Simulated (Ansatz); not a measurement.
The parent structure is MgO in the rock salt structure (space group Fm-3m, No. 225; a = 4.204 Å). Axes: x, y, z lie along the cube axes.

Structures relaxed with DFT with r2SCAN, PAW potentials and a 500 eV plane-wave cutoff in Ansatz (an electronic-structure program), no spin-orbit coupling.

Base:

Simulated powder pattern, Cu Kα1, λ = 1.54056 Å (kinematic, ideal powder, no thermal factors, no anomalous dispersion; the 14 strongest lines at most, above 2 %, up to 2θ = 90°):

| 2θ (°) | I/Imax (%) | hkl |
|---|---|---|
| 37.00 | 10 | (111) |
| 42.99 | 100 | (200) |
| 62.42 | 56 | (220) |
| 74.84 | 7.0 | (311) |
| 78.79 | 17 | (222) |

Modification: tensile biaxial strain of 2.50 % in the plane normal to [111], as in epitaxy on a mismatched substrate; the out-of-plane cell vector and the atoms relax.

Question: How do the reflections move or split?

Answer: 
Simulated powder pattern, Cu Kα1, λ = 1.54056 Å (kinematic, ideal powder, no thermal factors, no anomalous dispersion; the 14 strongest lines at most, above 2 %, up to 2θ = 90°):

| 2θ (°) | I/Imax (%) | hkl |
|---|---|---|
| 36.21 | 7.7 | (1 1 -1) |
| 37.32 | 2.4 | (111) |
| 42.39 | 100 | (200) |
| 60.74 | 29 | (2 0 -2) |
| 62.25 | 27 | (220) |
| 73.50 | 3.5 | (3 1 -1) |
| 76.85 | 13 | (2 2 -2) |
| 79.58 | 3.8 | (222) |

The indices refer to the base's conventional cell; one index is shown for lines that coincide. The space group is now R-3m (No. 166).

Stability against distortions was not tested.
